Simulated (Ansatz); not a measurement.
Levels about the gap of amorphous Te56 (56 atoms in a cell of 2086 Å³, 5.69 g/cm³; zone centre alone, so wide bands show as single levels with stretches between that a denser mesh fills), at the geometry that PBE relaxed, where it gives 0.7 GPa on a denser mesh. The participation number counts the atoms over which a state spreads; weights are charges in smoothed Voronoi cells. The levels come from a single point, so bond lengths are those of that geometry. Method of the levels: PBE, scalar-relativistic without spin-orbit coupling, PAW (Ansatz default set, large-core Te) (Ansatz, a first-principles code). Sampling: the zone centre alone; Fermi-Dirac width 0.05 eV; no spin polarisation. So small a spacing is near the smearing width and the bands' dispersion over the mesh, so it is a value of this cell and mesh.

A CHGNet melt-quench gave the starting glass, which DFT then relaxed. The hot cell started wider than the set density and was brought back towards it in steps. It is the lowest in DFT energy of 4 quenches. It is a model cell: composition and starting density were chosen by hand, and all elements were melted together. No dispersion term was used. Its density started from a set value of 5.69 and ended at 5.69 g/cm³. The simulated quench (nominally 33 K/ps over its main leg) is rapid and tends to freeze in more defects than a deposited or slowly cooled glass has. Values belong to this one cell and scatter from quench to quench. The volume was held where the preparation left it and the shape relaxed, at a PBE pressure of 0.7 GPa. Stress components on the final sampling reach 0.7 GPa. On a 2×2×2 Γ-centred mesh force components of up to 0.23 eV/Å stay, since the relaxation ran on one k-point at (1/4, 1/4, 1/4).

| E - E(highest filled), eV | filling | participation number | largest on | weight Te |
|---|---|---|---|---|
| -0.49 | filled | 30.6 | Te, 2 neighbours | 1.00 |
| -0.48 | filled | 32.7 | Te, 3 neighbours | 1.00 |
| -0.41 | filled | 36.7 | Te, 2 neighbours | 1.00 |
| -0.33 | filled | 32.0 | Te, 2 neighbours | 1.00 |
| -0.21 | filled | 27.8 | Te, 3 neighbours | 1.00 |
| -0.07 | filled | 29.1 | Te, 4 neighbours | 1.00 |
| 0.00 | filled | 27.0 | Te, 3 neighbours | 1.00 |
| 0.27 | empty | 31.7 | Te, 3 neighbours | 1.00 |
| 0.35 | empty | 19.4 | Te, 4 neighbours | 1.00 |
| 0.43 | empty | 28.7 | Te, 4 neighbours | 1.00 |
| 0.50 | empty | 39.0 | Te, 3 neighbours | 1.00 |
| 0.55 | empty | 31.3 | Te, 3 neighbours | 1.00 |
| 0.59 | empty | 38.0 | Te, 4 neighbours | 1.00 |
| 0.70 | empty | 37.9 | Te, 3 neighbours | 1.00 |

Most localised among these is the empty level at +0.35 eV, on a Te atom, which has 4 neighbours (Te 2.91 Å, Te 3.01 Å, Te 3.04 Å, Te 3.18 Å).
